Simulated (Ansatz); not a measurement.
Take SiC (space group P6_3mc, No. 186; a = 3.078 Å, c = 10.076 Å) as the base. Axes: x lies along a and z along c of the hexagonal cell.

Computed with Kohn–Sham DFT with the PBEsol functional, run in Ansatz (an electronic-structure program) with PAW and 420 eV plane waves, without spin-orbit coupling.

Now apply this change: the cell is stretched by 2.25 % along x with no lateral relaxation, atoms relaxed at fixed cell.

Problem. Predict the stress tensor and what it implies for the stiffness.

Solution. Stress of the strained cell less that of the base (GPa, compression positive):
```
 -10.51    0.00    0.00
   0.00   -2.44    0.00
   0.00    0.00   -1.26
```

Then −Δσ_ii/ε with ε = 0.0225 gives secant stiffness values (nonlinear terms included at this strain): C11 ≈ 467 GPa, C12 ≈ 109 GPa and C13 ≈ 56 GPa.

As a check, the harmonic strain energy −½ V₀ Δσ:ε is 7.6 meV/atom; the computed energy rise is 7.8 meV/atom.

Stability against distortions was not tested.
